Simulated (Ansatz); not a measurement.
Ansatz (a first-principles code) run on Ga2O3 (C2/m, 10 atoms in the cell): self-consistent single point.

Level of theory: PBE, PAW files (plane waves; Ansatz).

The change in words: lattice scaled by 0.985. Reference geometry:
```
CELL_PARAMETERS angstrom
      6.16234    -1.52927     0.00000
      6.16234     1.52927     0.00000
     -1.38911     0.00000     5.67069
ATOMIC_POSITIONS crystal
  Ga 0.34116 0.34116 0.68527
  Ga 0.65884 0.65884 0.31473
  Ga 0.90953 0.90953 0.20521
  Ga 0.09047 0.09047 0.79479
  O  0.50353 0.50353 0.74334
  O  0.49647 0.49647 0.25666
  O  0.82663 0.82663 0.43677
  O  0.17337 0.17337 0.56323
  O  0.16450 0.16450 0.10915
  O  0.83550 0.83550 0.89085
```

Reference input (self-consistent single point, DFT, PBE, plane waves, PAW files): basis.ecutwfc = 420 eV; kpoints.mp_grid.grid = 7 7 4; hamiltonian.xc = pbe; hamiltonian.pseudopotentials = {kind: paw} (the program's default PAW files); scf.occupations.method = fixed. This run's input differs from it in these lines:

```diff
@@ -3,5 +3,5 @@
   lattice:
-    - [6.16234000, -1.52927100, 0.00000000]
-    - [6.16234000, 1.52927100, 0.00000000]
-    - [-1.38911000, 0.00000000, 5.67069100]
+    - [6.06990500, -1.50633200, 0.00000000]
+    - [6.06990500, 1.50633200, 0.00000000]
+    - [-1.36827300, 0.00000000, 5.58563100]
   atoms:
```

Log, with long lists cut:

```
SCF iter   1: F=—  HF=-18542.431684 eV  |F-HF|=—  |Δ(HF+E_count)|=         —  Δρ=1.26e-1  dr2=8.00e0  ethr=3.10e-3  ⟨swp⟩=4.2  Hψ=9444  notcnv=0  defer=398
all-band conjugate gradients solve this SCF's bands
preconditioner: auto → Resta (q_TF=auto, 2.661 Å⁻¹)
SCF iter   2: F=—  HF=-18540.400958 eV  |F-HF|=—  |Δ(HF+E_count)|=    2.03e0  Δρ=5.51e-2  dr2=1.48e0  ethr=3.10e-3  ⟨swp⟩=2.0  Hψ=6439  notcnv=0  defer=353
   [... lines left out ...]
SCF iter   7: F=—  HF=-18539.854035 eV  |F-HF|=—  |Δ(HF+E_count)|=   2.23e-4  Δρ=3.29e-4  dr2=8.31e-5  ethr=1.41e-7  ⟨swp⟩=2.0  Hψ=5762  notcnv=0  defer=480
SCF iter   8: F=—  HF=-18539.854097 eV  |F-HF|=—  |Δ(HF+E_count)|=   6.14e-5  Δρ=7.65e-5  dr2=3.84e-6  ethr=9.45e-8  ⟨swp⟩=2.0  Hψ=5628  notcnv=0  defer=234
SCF iter   9: F=—  HF=-18539.854100 eV  |F-HF|=—  |Δ(HF+E_count)|=   3.03e-6  Δρ=1.43e-5  dr2=1.94e-7  ethr=4.36e-9  ⟨swp⟩=2.0  Hψ=5483  notcnv=0  defer=234
SCF iter  10: F=-18539.854100 eV  HF=-18539.854100 eV  |F-HF|=3.60e-8  |Δ(HF+E_count)|=   2.47e-7  Δρ=6.38e-6  dr2=2.88e-8  ethr=1.14e-10  ⟨swp⟩=10.9  Hψ=15930  notcnv=0
SCF 1 converged in 10 iterations: F = -18539.854100 eV  dr2 = 2.88e-8
Free energy (F): -18539.854100 eV
Internal energy: -18539.854100 eV  (E = F + TS)
E sigma→0 (E₀):  -18539.854100 eV
Fermi energy:    8.503053 eV
--- Forces (eV/Å), atoms counted from 1 ---
  atom   1  Ga     0.03187271     0.00000000    -0.01625405
  atom   2  Ga    -0.03187271    -0.00000000     0.01625405
  atom   3  Ga    -0.07247388    -0.00000000     0.00007705
  atom   4  Ga     0.07247388     0.00000000    -0.00007705
  atom   5  O     -0.14957776     0.00000000    -0.08475467
  atom   6  O      0.14957776    -0.00000000     0.08475467
  atom   7  O      0.04476501    -0.00000000     0.06325421
  atom   8  O     -0.04476501     0.00000000    -0.06325421
  atom   9  O      0.34759123    -0.00000000     0.01694564
  atom  10  O     -0.34759123     0.00000000    -0.01694564
--- Stress (GPa, compression-positive) ---
       14.036728       0.000000       0.272893
        0.000000      15.337074      -0.000000
        0.272893      -0.000000      14.346974
  P = ⅓ Tr σ = 14.5736 GPa (145.736 kbar)
  The stress holds the Pulay correction. Without it, at fixed plane waves, as pw.x and ABINIT print it: P = 14.1034 GPa
```

The run converged in 10 iterations. Against the reference run the free energy rises by 27.6 meV/atom, the pressure goes from 4.51 to 14.57 GPa, the largest force goes from 0.095 to 0.348 eV/Å and the gap on the mesh goes from 2.215 to 2.632 eV.

The starting cell comes from a database of computed structures (which also holds hypothetical and non-ambient phases and stackings), without a prior relaxation at this level. Its lattice was rescaled by a random factor within 2.5 % of one. For this run, on top of that: lattice scaled by 0.985. Ansatz's pressure includes its estimate of the finite-basis (Pulay) stress.

Keys are those of Ansatz 0.2.
